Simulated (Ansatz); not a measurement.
Consider YP in the zinc blende structure (space group F-43m, No. 216; a = 6.2898 Å; a hypothetical phase, not in the database extracts checked). Axes: x, y, z lie along the cube axes.

(Cell as relaxed with PBE.)

Levels (all Ansatz, a first-principles code, PAW): PBE (420 eV, no spin-orbit coupling); r2SCAN (500 eV, no SOC).

Each level relaxes its own structure.

```json
[
 {"base": "volume per atom", "PBE": "31.10 Å³", "r2SCAN": "31.09 Å³"},
 {"base": "lattice parameter a", "PBE": "6.290 Å", "r2SCAN": "6.289 Å"},
 {"base": "band gap", "PBE": "1.64 eV", "r2SCAN": "1.94 eV"}
]
```

It is then changed as follows: biaxial strain −1.42 %, plane normal [110], relaxed out of plane (Cartesian); in-plane vectors clamped, the third vector and the atoms free.

```json
[
 {"quantity": "energy relative to the base (free energy F)", "PBE": "+1.8 meV/atom", "r2SCAN": "+2.1 meV/atom"},
 {"quantity": "ratio −ε⊥/ε∥", "PBE": "1.43", "r2SCAN": "1.40"}
]
```

The two differ in detail. Neither level is exact; r2SCAN is the comparison here, not a measurement.

Whether these cells are dynamically stable was not tested.
